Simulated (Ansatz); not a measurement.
# AlN: isotropic strain +1.00 %

Consider AlN in the zinc blende structure (space group F-43m, No. 216; a = 4.3423 Å).

The change: an isotropic linear strain of +1.00 %; the atoms relax in the strained cell.

All numbers come from DFT with LDA, PAW potentials and a 420 eV plane-wave cutoff in Ansatz (a first-principles code), no spin-orbit coupling. Γ-centred 13×13×13 mesh, Fermi–Dirac width 0.05 eV.

The volume per atom rises by 0.31 Å³ to 10.54 Å³ and the shortest interatomic distance increases by 0.019 Å, from 1.880 Å to 1.899 Å. The energy goes up by 5.8 meV/atom and the band gap drops by 0.01 eV (3.25 eV → 3.24 eV). The gap character stays indirect, Γ → X and the smallest direct gap decreases by 0.27 eV to 4.12 eV. The mean gap deformation potential ΔEg/Δln V amounts to -0.5 eV and the width of the top valence band decreases by 0.065 eV, from 2.76 eV to 2.69 eV. The electron mass changes from 0.52 mₑ along k, 0.32 mₑ across (at X) to 0.53 mₑ along k, 0.32 mₑ across (at X) and the valley order (the lowest conduction-band minima on the path, energy above the VBM, named in the base's zone) changes from X along ⟨100⟩ 3.25 eV; Γ 4.39 eV to X along ⟨100⟩ 3.24 eV; Γ 4.12 eV.

Masses are band curvatures over ±0.01 Å⁻¹ around the edge. Along k means along the line from Γ to the band edge. Stability against distortions was not tested. This is not the structure that AlN has at room temperature and ambient pressure.
